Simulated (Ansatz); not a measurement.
Consider interstitial Zn in bixbyite In2O3, charge state +2. The step: one Zn atom jumps by itself; the atom moves 2.08 Å along (0.13, -0.12, 0.10) of the unit cell; the moving atom starts with neighbours 2 O at 1.92, 2 O at 2.05 Å and ends with In at 2.61, 3 In at 2.71; 3 O at 2.10, 3 O at 2.38 Å. DFT values are from Ansatz (plane-wave PAW, 420 eV unless said) in a cell of 80 host sites, spin-restricted, static, with no finite-size correction. The charge state is imposed; whether it is stable for some Fermi level was not computed. Sites that were not tried may lie lower. For the PBE band: the saddle point's order was not checked.

| Level | Forward barrier (eV) | Cost of the band or of the saddle's single point |
|---|---|---|
| CHGNet universal potential (has no charge state), its own band | 0.05 | - |
| PBE, a 2×2×2 k-point mesh shifted by half a step, band relaxed | 0.28 | roughly 70 core-minutes |
| r2SCAN at 500 eV, a 2×2×2 k-point mesh shifted by half a step, same geometries | [?] | about 6 core-minutes (a rough figure) |

Task: Complete the blanks.

Result: 
- r2SCAN at 500 eV, a 2×2×2 k-point mesh shifted by half a step, same geometries, Forward barrier (eV): 0.38

Ansatz is a quantum-chemistry and plane-wave program.
